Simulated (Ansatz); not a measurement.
GaN: carrier doping

Base system: GaN in the wurtzite structure (space group P6_3mc, No. 186; a = 3.183 Å, c = 5.185 Å).

Carriers are added at fixed cell with a uniform background; the Fermi–Dirac width is that of 300 K.

Computed with Ansatz (an electronic-structure program), PBEsol, PAW, cutoff 420 eV, without spin-orbit coupling.

Notes on the quantities. Fermi level from band edge: Fermi level relative to the doped band's edge (positive inside the band; to 0.05 eV).

```tsv
hole density (10^21 cm⁻³)	Fermi level from band edge (eV)
1.5	0.20
5	0.40
7	?
10	0.55
```

Task: Fit E_F = C n^s, fitted as a line in log–log form (a parabolic band gives s = 2/3) to the rows shown and predict the withheld row.

Result: Least squares on the printed values gives C = 0.16 eV, s = 0.54 (largest residual 0.01 eV); this predicts 0.46 eV, and the run gives 0.45 eV, in agreement.

Charged cell with a jellium background: band edges are those of the host's band count, energies are not comparable with the neutral cell, and many-body gap narrowing is missing. Stability against distortions was not tested.
